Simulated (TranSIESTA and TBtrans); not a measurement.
System: Na chain with one C atom inserted. Leads: straight Na chain, spacing 3.498 Å. Geometry: 3 atoms about the centre moved by SIESTA (PBE, DZP) to a largest force of 0.03 eV/Å, all others as built, motion along the axis alone. Transport runs along z; the first 6 and the last 6 of the 19 atoms are the lead cells, repeated to infinity.

```xyz
19
Lattice="9.000 0.000 0.000 0.000 9.000 0.000 0.000 0.000 64.066" Properties=species:S:1:pos:R:3 pbc="F F T"
Na     4.500     4.500     0.000
Na     4.500     4.500     3.498
Na     4.500     4.500     6.996
Na     4.500     4.500    10.494
Na     4.500     4.500    13.992
Na     4.500     4.500    17.490
Na     4.500     4.500    20.988
Na     4.500     4.500    24.486
Na     4.500     4.500    27.995
C      4.500     4.500    30.293
Na     4.500     4.500    32.585
Na     4.500     4.500    36.082
Na     4.500     4.500    39.580
Na     4.500     4.500    43.078
Na     4.500     4.500    46.576
Na     4.500     4.500    50.074
Na     4.500     4.500    53.572
Na     4.500     4.500    57.070
Na     4.500     4.500    60.568
```

Run with TranSIESTA and TBtrans (open boundaries, self-consistent; PseudoDojo norm-conserving potentials, scalar-relativistic): PAO.BasisSize DZP, PAO.EnergyShift 0.15 eV, XC.Authors PBE, Mesh.Cutoff 200 Ry, ElectronicTemperature 300 K, TS.Voltage 0.0 eV, TBT.Elecs.Eta 0.001 eV, no spin polarisation.

Energies count from the leads' Fermi level. Transmissions are for one spin of a degenerate pair. The energy step is 0.01 eV; narrower resonances are cut or missed.

```
E (eV)      T
------  -----
-0.20   0.513
-0.15   0.508
-0.10   0.497
-0.05   0.481
0.00    0.461
0.05    0.438
0.10    0.413
0.15    0.388
0.20    0.364
```

Question: Give the zero-bias conductance in μS and the resistance at 300 K.

Answer: At the Fermi level T = 0.461. Averaged with −∂f/∂E over the full grid (kT = 25.9 meV) it is 0.460. With G0 = 2e²/h = 77.48 μS, G = 35.6 μS and R = 1/G = 28.1 kΩ.

Question: Estimate the thermopower by Mott's formula S = −(π²/3)(kB²T/e) d ln T/dE from the rows at -0.05 and 0.05 eV.

Answer: d ln T/dE = -0.936 eV⁻¹ and (π²/3) kB²T/e = 7.33 μV/K · eV, so S = 6.9 μV/K; the full integral gives 6.7 μV/K. A positive sign means that T falls with energy over the thermal window.

Question: The eigenchannels at the Fermi level transmit 0.461. What Fano factor of the shot noise follows at low temperature and bias?

Answer: F = Σ τ(1 − τ)/Σ τ = 0.248/0.461 = 0.54.

The straight chain is held at its spacing; free chains may zigzag or dimerise. No spin-polarised start was tried, so a magnetic state, if there is one, is missed.
